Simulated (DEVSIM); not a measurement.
abrupt Ge n-p junction

Device: abrupt Ge n-p junction, at 300 K.

| layer (left to right) | material | thickness (μm) | Nd (cm⁻³) | Na (cm⁻³) | τn (s) | τp (s) |
|---|---|---|---|---|---|---|
| 1 | Ge | 1.10 | 1.8e17 | - | 1.9e-6 | 1.9e-6 |
| 2 | Ge | 180 | - | 7.1e17 | 1.9e-6 | 1.9e-6 |

Left contact: ohmic. Right contact: ohmic. Voltage is applied to the left contact. Recombination: SRH at mid-gap, Auger. Mobility is constant in doping.

Constants are typed, rounded textbook-type inputs, not results; the design itself was drawn at random and stands for no fabricated device. Values at 300 K.

| parameter | Ge |
|---|---|
| gap (eV) | 0.664 |
| affinity (eV) | 4 |
| permittivity | 16 |
| Nc (cm⁻³) | 1.04e19 |
| Nv (cm⁻³) | 6e18 |
| μn (cm²/Vs) | 3900 |
| μp (cm²/Vs) | 1900 |
| Cn (cm⁶/s) | 1e-31 |
| Cp (cm⁶/s) | 1e-31 |

DEVSIM, 1D drift-diffusion, Boltzmann statistics, complete ionisation; no tunnelling, impact ionisation, image-force lowering or self-heating.

```yaml
potential_step_across_the_device_at_zero_bias: 0.504 V
largest_field_in_the_device_at_zero_bias: 120000 V/cm
Dark forward voltage at 1 A/cm²: 0.223 V
Dark forward voltage at 100 A/cm²: 0.351 V
```

Dark forward current:

| V (V) | J (A/cm²) |
|---|---|
| -0.05 | -0.0011 |
| -0.10 | -0.0086 |
| -0.15 | -0.060 |
| -0.20 | -0.42 |
| -0.25 | -2.8 |
| -0.30 | -19 |
| -0.35 | -99 |
| -0.40 | -330 |
| -0.45 | -690 |
| -0.50 | -1100 |
| -0.55 | -1600 |
| -0.60 | -2200 |
